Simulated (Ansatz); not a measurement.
Response to strain in SiO2

Base system: SiO2 in the rutile structure (space group P4_2/mnm, No. 136; a = 4.155 Å, c = 2.661 Å).

Strains are applied to the cell and any free atomic positions relax.

Level of theory: LDA/PAW in Ansatz (a program for electronic structure), no spin-orbit coupling.

Notes on the quantities. energy relative to the base: free energy F.

| case | volume per atom | hole mass | band gap | energy relative to the base |
|---|---|---|---|---|
| base | 7.66 Å³ | 1.7 mₑ along c, 1.1 mₑ across (at Γ) | 5.81 eV | 0 meV/atom |
| isotropic strain −3.00 % | 6.99 Å³ | 1.5 mₑ along c, 1.0 mₑ across (at Γ) | 6.80 eV | +68 meV/atom |
| isotropic strain −2.40 % | 7.12 Å³ | 1.5 mₑ along c, 1.0 mₑ across (at Γ) | 6.74 eV | +43 meV/atom |
| isotropic strain −1.80 % | 7.25 Å³ | 1.6 mₑ along c, 1.0 mₑ across (at Γ) | ? | ? |
| isotropic strain −1.20 % | 7.39 Å³ | 1.6 mₑ along c, 1.0 mₑ across (at Γ) | 6.44 eV | +10 meV/atom |
| isotropic strain −0.60 % | 7.52 Å³ | 1.6 mₑ along c, 1.1 mₑ across (at Γ) | 6.12 eV | +2.5 meV/atom |

### Question
Complete the table.

### Answer

- isotropic strain −1.80 %, band gap: 6.68 eV
- isotropic strain −1.80 %, energy relative to the base: +24 meV/atom

Effective masses come from finite differences of ±0.01 Å⁻¹. Stability against distortions was not tested.
